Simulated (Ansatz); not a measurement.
## Cs2PtH6 (space group Fm-3m, No. 225; a cell from a computed database, its experimental status unchecked)

```
Cs2PtH6
1.0
    0.00000     4.48860     4.48860
    4.48860     0.00000     4.48860
    4.48860     4.48860     0.00000
Cs H Pt
2 6 1
Cartesian
  6.73290   6.73290   6.73290
  2.24430   2.24430   2.24430
  4.48860   4.48860   7.33573
  4.48860   4.48860   1.64147
  7.33573   4.48860   4.48860
  1.64147   4.48860   4.48860
  4.48860   7.33573   4.48860
  4.48860   1.64147   4.48860
  0.00000   0.00000   0.00000
```

The values are results of Ansatz (a first-principles code) r2SCAN, no spin-orbit coupling, earlier PAW set, not measurements. k-mesh 7×7×7 (Γ-centred); smearing 0.05 eV (Fermi–Dirac).

```yaml
volume_per_atom: 20.10 Å³
density: 4.29 g/cm³
band_gap: 4.24 eV, direct at X
electron_mass: 0.55 mₑ along k, 1.4 mₑ across
Lowest conduction-band minima above the VBM: X along ⟨100⟩ 4.24 eV; Γ 5.00 eV
total_energy: -2667.813 eV/atom (σ→0; compares only within this code and set-up)
```

Spin-orbit coupling, missing from the scalar runs, can matter with Pt. Effective masses come from finite differences of ±0.01 Å⁻¹. Along k means along the line from Γ to the band edge. No phonon test of stability was made.
